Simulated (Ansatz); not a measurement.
What 3 layers does to ZrC

Consider ZrC in the rock salt structure (space group Fm-3m, No. 225; a = 4.669 Å). Axes: x, y, z lie along the cube axes.

The change: a free-standing slab of 3 layers (6 atoms, 2 a layer) is cut normal to the z axis, with 15 Å of vacuum and the in-plane cell held at bulk.

Method: Kohn–Sham DFT with the PBEsol functional, run in Ansatz (a first-principles code) with PAW and 420 eV plane waves, no spin-orbit coupling. Settings: 14×14×1 k-points, 0.05 eV Fermi–Dirac smearing, for the changed cell.

The layer's space group (with vacuum) comes out as P4/mmm (No. 123) and the shortest interatomic distance decreases by 0.0878 Å, from 2.334 Å to 2.247 Å. The band gap stays zero and the excess energy per area of both faces (slab less bulk energy over the cell's area: twice a surface energy) is 3.7 J/m² (uncertain by up to 0.09 J/m²). The thickness between the outermost nuclei is 4.61 Å and the change of the spacing d12 from its bulk value of 2.334 Å amounts to -2.6 %.

The excess energy carries the mismatch between the slab's and the bulk's meshes. No phonon test of stability was made. The final runs are not spin-polarised.
